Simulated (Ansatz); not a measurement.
Here is the system:

```xyz
2
Lattice="0.0000 2.5789 2.5789 2.5789 0.0000 2.5789 2.5789 2.5789 0.0000" Properties=species:S:1:pos:R:3 pbc="T T T"
Be     0.0000     0.0000     0.0000
Se     1.2895     1.2895     1.2895
```

No spin polarisation.

Calculations: LDA (Ansatz, an electronic-structure program, PAW, no spin-orbit coupling). k-mesh 11×11×11 (Γ-centred); smearing 0.05 eV (Fermi–Dirac).

Question: Predict the hole mass, electron mass and smallest direct gap.

Answer: 
- Hole mass (degenerate bands, along [100]) = 0.23, 0.47, 0.47 mₑ (at Γ)
- Electron mass = 0.85 mₑ along k, 0.26 mₑ across (at X)
- Smallest direct gap = 4.10 eV

The cells carry an imposed strain or load. Effective masses come from finite differences of ±0.01 Å⁻¹. Along k means along the line from Γ to the band edge. Stability against distortions was not tested. The cell was made from BeSe in the zinc blende structure (space group F-43m, No. 216) by this change: isotropic strain +1.50 %.
